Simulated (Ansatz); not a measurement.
SnTe: energy against volume

SnTe (rock salt, Fm-3m, 32.911 Å³/atom and stress up to 0.01 GPa in the relaxed cell, cube axes along x, y and z) under an equal strain ε along all three axes. PBE in Ansatz, a plane-wave DFT program (PAW, default set), 420 eV, 13×13×13 Γ-centred mesh, Fermi-Dirac smearing 0.05 eV; ions are relaxed, or left where forces stay under 0.02 eV/Å, within the symmetry of each cell.

Here V stands for volume and E for E less E0.

```
volume (Å³/atom)  E less E0 (meV/atom)  pressure (GPa)
----------------  --------------------  --------------
30.0365                              ?               ?
30.9751                          16.10            2.81
31.4516                           8.92            2.03
31.9330                           3.91            1.31
32.4193                           0.97            0.63
32.9105                           0.00            0.00
33.4066                           0.90           -0.58
33.9077                           3.58           -1.13
34.4138                           7.96           -1.63
34.9249                          13.93           -2.11
```

Fit E of the 9 rows that show it with the third-order Birch-Murnaghan form, a cubic in V^(-2/3). With u = V^(-2/3) - 0.0974, the rows have u = 0.0039892, 0.0029625, 0.0019513, 0.0009553, -0.0000258, -0.0009923, -0.0019445, -0.0028826, -0.0038070. Least squares gives E = 0.002 + 70.3·u + 986719·u² + 1841898·u³. Residuals (row less fit): -0.002, 0.002, 0.000, -0.001, -0.001, -0.002, -0.003, 0.006, -0.004; standard error 0.004 (degrees of freedom: 5). Its minimum lies at u = -0.0000356, so V0 = (0.0973644)^(-3/2) = 32.92. There d²E/du² = 1973000 and d³E/du³ = 1.105e7, so B0 = (4/9) × 32.92^(-7/3) × 1973000 × 0.160218 = 40.5 GPa (the last factor turns the table's units into GPa), and B0' = 4 + (2/3) × 0.0973644 × (1.105e7)/1973000 = 4.4. B0' rests on the cubic coefficient alone and has a standard error of 0.1 from these residuals.

Q: Predict the withheld E at V = 30.0365 from the fit, and compare with the calculation.

A: u = 0.0060905, so E = 0.002 + 70.3 × 0.0060905 + 986719 × 0.0060905² + 1841898 × 0.0060905³ = 37.448 meV/atom. The calculation gives 37.49 meV/atom, 0.042 meV/atom above the prediction (0.1 % of the range of E in the table). The row lies outside the fitted rows, so this is an extrapolation. The scatter of the fitted rows lies at the last printed digit.

This level leaves no gap over 0.05 eV at strain -1.00, -0.50 %. Spin-orbit coupling is left out, which can shift these values for the heavy elements here. Other structures, which can take over under pressure, weren't tried. The same form fitted to the pressure column gives B0' = 4.4; series where the two differ by over 0.4 aren't shown. SnTe stands in this structure, which distorts at low temperature. Rows are the converged runs of the series near zero and its far end, less any whose ions stayed unrelaxed beside relaxed ones; series whose fitted rows scatter by over a few per cent of the range, as at a crossing or softening among them, aren't shown in this form.
